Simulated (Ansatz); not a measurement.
Start from WC (space group P-6m2, No. 187; relaxed with 0.1 eV smearing).

```
WC
1.0
    2.91268     0.00000     0.00000
   -1.45634     2.52245     0.00000
    0.00000     0.00000     2.83536
W C
1 1
Direct
  0.00000   0.00000   0.00000
  0.33333   0.66667   0.50000
```

Cartesian axes are those of the cell as printed.

Calculations: r2SCAN (Ansatz, a quantum-chemistry and plane-wave program), no SOC.

One thing is altered: the cell is scaled by 1.0100 in all directions; the atoms relax in the strained cell.

Predict the stress tensor and what it implies for the stiffness.

Stress of the strained cell less that of the base (GPa, compression positive):
```
  -10.7     0.0     0.0
    0.0   -10.7     0.0
    0.0     0.0   -12.6
```

Then B = −ΔP/(ΔV/V₀) with ΔV/V₀ = 0.0303 gives secant stiffness values (nonlinear terms included at this strain): B (at held cell shape, above the free-shape value) ≈ 374 GPa.

As a check, the harmonic strain energy −½ V₀ Δσ:ε is 11 meV/atom; the computed energy rise is 11 meV/atom.

Whether these cells are dynamically stable was not tested. The final runs are not spin-polarised.
